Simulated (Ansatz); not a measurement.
A self-consistent single point of LaSi2Ru3 (P1, 6 atoms in the cell) with Ansatz (a quantum-chemistry and plane-wave program).

Method: PBEsol, PAW files made with PBE (plane waves; Ansatz).

The change in words: atoms moved at random. Reference geometry:
```
LaSi2Ru3
1.0
    5.74998     0.00000     0.00000
   -2.87499     4.97963     0.00000
    0.00000     0.00000     3.46258
La Si Ru
1 2 3
Cartesian
  0.00000   0.00000   0.00000
  0.00000   3.31975   0.00000
  2.87499   1.65987   0.00000
 -1.43749   2.48981   1.73129
  2.87499   0.00000   1.73129
  1.43749   2.48981   1.73129
```

Reference input (self-consistent single point, DFT, PBEsol, plane waves, PAW files made with PBE): kpoints.mp_grid.grid = 5 5 7; hamiltonian.xc = pbesol; hamiltonian.pseudopotentials = {kind: paw} (an earlier, softer set of the program's PAW files); scf.occupations.method = gaussian; scf.occupations.width = 0.1 eV. This run's input differs from it in these lines:

Ansatz 0.2 input:
```diff
@@ -7,8 +7,8 @@
   atoms:
-    - { symbol: La, position: [0.000000, 0.000000, 0.000000] }
-    - { symbol: Si, position: [0.333333, 0.666667, 0.000000] }
-    - { symbol: Si, position: [0.666667, 0.333333, 0.000000] }
-    - { symbol: Ru, position: [0.000000, 0.500000, 0.500000] }
-    - { symbol: Ru, position: [0.500000, 0.000000, 0.500000] }
-    - { symbol: Ru, position: [0.500000, 0.500000, 0.500000] }
+    - { symbol: La, position: [0.005914, 0.001984, -0.000108] }
+    - { symbol: Si, position: [0.324416, 0.653287, -0.014969] }
+    - { symbol: Si, position: [0.650272, 0.325562, 0.000959] }
+    - { symbol: Ru, position: [0.003325, 0.508839, 0.505691] }
+    - { symbol: Ru, position: [0.511804, 0.004944, 0.502415] }
+    - { symbol: Ru, position: [0.504270, 0.505384, 0.506012] }
 kpoints:
```

Output, abridged:

```
SCF iter   1: F=—  HF=-24871.072219 eV  |F-HF|=—  |Δ(HF+E_count)|=         —  Δρ=3.81e-1  dr2=3.16e2  ethr=3.10e-3  ⟨swp⟩=5.8  Hψ=13070  notcnv=0
all-band conjugate gradients solve this SCF's bands
preconditioner: auto → Kerker (q_TF=auto, 2.556 Å⁻¹)
SCF iter   2: F=—  HF=-24859.593740 eV  |F-HF|=—  |Δ(HF+E_count)|=    1.15e1  Δρ=1.39e-1  dr2=3.53e1  ethr=3.10e-3  ⟨swp⟩=3.2  Hψ=9526  notcnv=0
   [... lines left out ...]
SCF iter   9: F=—  HF=-24857.876979 eV  |F-HF|=—  |Δ(HF+E_count)|=   4.62e-5  Δρ=8.70e-5  dr2=6.53e-6  ethr=1.76e-7  ⟨swp⟩=2.0  Hψ=5474  notcnv=0  defer=134
SCF iter  10: F=—  HF=-24857.876987 eV  |F-HF|=—  |Δ(HF+E_count)|=   8.13e-6  Δρ=2.68e-5  dr2=1.11e-6  ethr=9.74e-9  ⟨swp⟩=2.0  Hψ=5450  notcnv=0  defer=134
SCF iter  11: F=—  HF=-24857.876987 eV  |F-HF|=—  |Δ(HF+E_count)|=   2.06e-7  Δρ=1.11e-5  dr2=2.60e-7  ethr=1.66e-9  ⟨swp⟩=3.0  Hψ=6141  notcnv=0  defer=134
SCF iter  12: F=-24857.876987 eV  HF=-24857.876987 eV  |F-HF|=8.93e-9  |Δ(HF+E_count)|=   5.46e-8  Δρ=2.37e-6  dr2=1.07e-8  ethr=1.49e-10  ⟨swp⟩=13.7  Hψ=19867  notcnv=0
SCF 1 converged in 12 iterations: F = -24857.876987 eV  dr2 = 1.07e-8
Free energy (F): -24857.876987 eV
Internal energy: -24857.854920 eV  (E = F + TS)
E sigma→0 (E₀):  -24857.865953 eV
Entropy (-TS):   -0.022067 eV (-3.678 meV/atom)
Fermi energy:    16.045982 eV
--- Forces (eV/Å), atoms counted from 1 ---
  atom   1  La    -0.16016655    -0.09634068     0.03900701
  atom   2  Si    -0.01249079     0.55887439     1.21154238
  atom   3  Si     0.55917537     0.25395344     0.09587723
  atom   4  Ru    -0.50885169    -0.28972144    -0.54896799
  atom   5  Ru     0.01963836    -0.53729711    -0.25746637
  atom   6  Ru     0.10269456     0.11053180    -0.53999723
--- Stress (GPa, compression-positive) ---
       -1.671328      -0.142028       0.154221
       -0.142028      -2.146432       0.344922
        0.154221       0.344922       0.218021
  P = ⅓ Tr σ = -1.1999 GPa (-11.999 kbar)
  The stress holds the Pulay correction. Without it, at fixed plane waves, as pw.x and ABINIT print it: P = -1.3070 GPa
```

The run converged in 12 iterations. Against the reference run the free energy rises by 16.5 meV/atom, the pressure goes from -1.69 to -1.20 GPa and the largest force goes from 0.000 to 1.334 eV/Å.

The starting cell comes from a database of computed structures (which also holds hypothetical and non-ambient phases and stackings), without a prior relaxation at this level. Its lattice was rescaled by a random factor within 2.5 % of one. For this run, on top of that: atoms moved at random. Spin polarisation is off. Forces in this geometry exceed 1 eV/Å. Ansatz's pressure includes its estimate of the finite-basis (Pulay) stress.

Cost on one core of a shared machine: roughly 40 s.
